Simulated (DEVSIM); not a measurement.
Device: illuminated Si n-on-p cell, one wavelength, at 350 K.

```
layer (left to right)  material  thickness (μm)  Nd (cm⁻³)  Na (cm⁻³)  τn (s)  τp (s)  absorption coefficient (cm⁻¹)
---------------------  --------  --------------  ---------  ---------  ------  ------  -----------------------------
1                            Si           0.190       9e17          -  1.3e-8  3.9e-8                            140
2                            Si            24.0          -     7.8e15  1.1e-6  1.1e-6                            140
```

Left contact: ohmic, minority hole recombination velocity 2e5 cm/s. Right contact: ohmic, minority electron recombination velocity 40 cm/s. Voltage is applied to the left contact. Recombination: SRH at mid-gap, radiative, Auger. Gap narrowing is on: ΔEg = 6.92 meV × (l + √(l² + 0.5)), l = ln(N/1.3e17 cm⁻³), shared equally by both band edges. Light enters at the left, 5.3e17 photons cm⁻² s⁻¹, one pass, no reflection. Mobility is μmin + (μ − μmin)/(1 + (N/Nref)^α).

This is a model device: material constants are rounded textbook-type values typed into the input, and sizes, dopings and lifetimes were drawn at random. Values at 300 K; Nc and Nv go as T^1.5, mobilities as T to minus their exponent, the gap by Varshni's rule with the affinity fixed.

| parameter | Si |
|---|---|
| gap (eV) | 1.124 |
| affinity (eV) | 4.05 |
| permittivity | 11.7 |
| Nc (cm⁻³) | 2.86e19 |
| Nv (cm⁻³) | 3.1e19 |
| μn (cm²/Vs) | 1417 |
| μp (cm²/Vs) | 470 |
| μn,min | 52 |
| μp,min | 45 |
| Nref,n | 9.7e16 |
| Nref,p | 2.2e17 |
| αn | 0.68 |
| αp | 0.72 |
| T exponent of μn | 2.3 |
| T exponent of μp | 2.2 |
| B (cm³/s) | 4.7e-15 |
| Cn (cm⁶/s) | 2.8e-31 |
| Cp (cm⁶/s) | 9.9e-32 |
| Varshni α (eV/K) | 0.000473 |
| Varshni β (K) | 636 |

Simulated with DEVSIM: 1D drift-diffusion, Boltzmann statistics, complete ionisation; no tunnelling, impact ionisation, image-force lowering or self-heating.

The doping Na of layer 2 was swept, all else fixed.

```
doping Na of layer 2 (cm^-3)  potential step across the device at zero bias (V)  fill factor  short-circuit current (mA/cm²)  dark forward voltage at 100 A/cm² (V)
----------------------------  -------------------------------------------------  -----------  ------------------------------  -------------------------------------
2.3e14                                                                    0.622         0.69                            23.3                                  0.731
7.8e14                                                                    0.659         0.72                            23.2                                  0.743
2.3e15                                                                    0.692         0.75                            23.1                                  0.752
7.8e15                                                                    0.728         0.76                            22.9                                  0.758
2.3e16                                                                    0.761         0.76                            22.7                                  0.760
7.8e16                                                                    0.797         0.77                            22.2                                  0.754
2.3e17                                                                    0.826         0.77                            21.4                                  0.739
```

From the first row to the last the potential step across the device at zero bias goes from 0.622 to 0.826. From the first row to the last the fill factor goes from 0.69 to 0.77.
